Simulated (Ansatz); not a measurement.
## A computed series for Ga2O3: pressure series

Consider Ga2O3 in the corundum structure (space group R-3c, No. 167).

```xyz
10
Lattice="2.5290 1.4601 4.5414 -2.5290 1.4601 4.5414 0.0000 -2.9202 4.5414" Properties=species:S:1:pos:R:3 pbc="T T T"
Ga     0.0000     0.0000     4.8480
Ga     0.0000     0.0000     1.9641
Ga     0.0000     0.0000     8.7762
Ga     0.0000     0.0000    11.6601
O     -0.9959     1.4601     7.9474
O     -0.7665    -1.5925     7.9474
O      1.7624     0.1324     7.9474
O      0.9959    -1.4601     5.6767
O      0.7665     1.5925     5.6767
O     -1.7624    -0.1324     5.6767
```

Cell and atoms are relaxed at each pressure.

Calculations: PBE (Ansatz, a quantum-chemistry and plane-wave program, PAW, scalar-relativistic without spin-orbit coupling), earlier PAW set.

Two rows of this table had their results exchanged by mistake.

| pressure | volume per atom (Å³) | shortest distance (Å) | band gap |
|---|---|---|---|
| pressure −2 GPa | 10.17 | 1.959 | 2.30 eV |
| pressure −1 GPa | 10.11 | 1.955 | 2.36 eV |
| pressure 3 GPa | 9.92 | 1.943 | 2.56 eV |
| pressure 7 GPa | 7.62 | 1.783 | 5.22 eV |
| pressure 15 GPa | 9.43 | 1.911 | 3.09 eV |
| pressure 30 GPa | 8.95 | 1.878 | 3.64 eV |
| pressure 50 GPa | 8.47 | 1.844 | 4.24 eV |
| pressure 75 GPa | 8.00 | 1.810 | 4.82 eV |
| pressure 100 GPa | 9.74 | 1.931 | 2.74 eV |

Task: Which two?

Result: The rows for pressure 7 GPa and pressure 100 GPa: the volume has to fall steadily with pressure, so 9.74 Å³ belongs to pressure 7 GPa and 7.62 Å³ to pressure 100 GPa.

Load acts through the strain it causes; cell and atoms are relaxed under it. Whether these cells are dynamically stable was not tested. Competing high-pressure phases were not computed.
